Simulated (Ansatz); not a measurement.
Take Ti3Al (space group P6_3/mmc, No. 194) as the base.

```xyz
8
Lattice="5.7556 0.0000 0.0000 -2.8778 4.9845 0.0000 0.0000 0.0000 4.6550" Properties=species:S:1:pos:R:3 pbc="T T T"
Ti     2.8778     3.2922     1.1637
Ti    -1.4123     4.1384     3.4912
Ti     1.4656     0.8461     1.1637
Ti     0.0000     1.6923     3.4912
Ti     4.2901     0.8461     1.1637
Ti     1.4123     4.1384     3.4912
Al     0.0000     3.3230     1.1637
Al     2.8778     1.6615     3.4912
```

The values are results of PBE (Ansatz, an electronic-structure program; PAW; 420 eV plane waves; no spin-orbit coupling), not measurements.

| level | lattice parameter a | lattice parameter c |
|---|---|---|
| PBE | 5.756 Å | 4.655 Å |

### Question
What does experiment give, and how far off is each level?

### Answer
Measured: lattice parameter a 5.768 Å (room temperature; as listed in Metals 6, 165 (2016)); lattice parameter c 4.6424 Å (room temperature; as listed in Metals 6, 165 (2016)). Computed minus measured — lattice parameter a: PBE -0.2 %; lattice parameter c: PBE +0.3 %. Measured values not marked as corrected hold thermal and zero-point effects that the static-lattice runs lack.

Stability against distortions was not tested. All final runs are without spin polarisation.
